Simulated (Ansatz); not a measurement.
O interstitial in beta Ga2O3 (the name describes the start): one set of geometries, relaxed with PBE, evaluated in Ansatz (PAW, plane waves to 420 eV, 500 eV under r2SCAN) with PBE, r2SCAN.

Details: 120-site cell; 2×2×2 shifted k-points; start: void with 3O nearest, no. 2; charged states image-corrected; finite-size errors of tenths of an eV; flagged in the runs: a host whose relaxation on this sampling wasn't shown to rest, a strain field that reaches the edge of the cell.

```tsv
quantity	PBE	r2SCAN
host gap (eV)	2.01	[?]
ε(+1/0) above the VBM (eV)	0.34	[?]
ε(0/−1) above the VBM (eV), not thermodynamic with PBE	2.13	not settled
ε(−1/−2) above the VBM (eV), not thermodynamic with PBE	1.86	not settled
largest moment on one atom at charge +1 (μB)	0.31	[?]
neutral formation energy against O2 molecule in a box (eV)	2.22	[?]
```

**Question.** Given the lower rungs, what does r2SCAN give?

**Answer.** 
- host gap (eV), r2SCAN: 2.65
- ε(+1/0) above the VBM (eV), r2SCAN: 0.45
- largest moment on one atom at charge +1 (μB), r2SCAN: 0.36
- neutral formation energy against O2 molecule in a box (eV), r2SCAN: 1.90

Ansatz is a first-principles code.
